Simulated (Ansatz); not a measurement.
The decay constant κ of evanescent states in the gap governs leakage through a thin film.

Consider the following.

```
NaF
1.0
    3.23274     0.00000     0.00000
    0.00000     3.23274     0.00000
    1.61637    -1.61637     2.28590
Na F
1 1
Direct
  0.00000   0.00000   0.00000
  0.50000   0.50000   0.00000
```

The cell is taken as given; by r2SCAN it stands under a pressure of 0.8 GPa.

Transport runs along the normal of the first two printed cell vectors, the (001) plane of the conventional cell.

The gap is the functional's own, uncorrected, and κ follows it; spin-orbit coupling is left out. Mid-gap means the computed energy nearest the middle.

Question: Give the band gap and the smallest decay constant κ at mid-gap that r2SCAN in Ansatz (a quantum-chemistry and plane-wave program) yields.

Answer: Gap 7.37 eV on a 14×14×14 mesh; κ = 0.564 1/Å, at the zone centre.
